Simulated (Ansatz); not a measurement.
Defect migration in 2H silicon carbide: interstitial Al, charge state +1. The step: a concerted move, in which Si travels most (a rearrangement that moves the defect's centre by under 1 Å); the atom moves 1.92 Å along (0.00, -0.62, 0.00) of the unit cell; the moving atom starts with neighbours Al at 2.23; C at 1.79, 2 C at 2.02; 2 Si at 2.32 Å and ends with Al at 2.23; C at 1.79, 2 C at 2.02; 2 Si at 2.32 Å. DFT values are from Ansatz (plane-wave PAW, 420 eV unless said) in a cell of 72 host sites, spin-restricted, static, with no finite-size correction. The host's phase is taken as given; its stability against other phases was not computed. The charge state is imposed; whether it is stable for some Fermi level was not computed. Sites that were not tried may lie lower. For the PBE band: the saddle point's order was not checked.

```json
[
 {"Level": "CHGNet universal potential (has no charge state), its own band", "Forward barrier (eV)": "1.23", "Cost of the band or of the saddle's single point": "-"},
 {"Level": "PBE, the Γ point alone, band relaxed", "Forward barrier (eV)": "2.14", "Cost of the band or of the saddle's single point": "roughly 14 core-minutes"},
 {"Level": "PBE, a 2×2×2 k-point mesh shifted by half a step along c, same geometries", "Forward barrier (eV)": "1.85", "Cost of the band or of the saddle's single point": "around 60 core-seconds (rough)"},
 {"Level": "r2SCAN at 500 eV, the Γ point alone, same geometries", "Forward barrier (eV)": "2.22", "Cost of the band or of the saddle's single point": "roughly 40 core-seconds"}
]
```

Ansatz is a first-principles code.
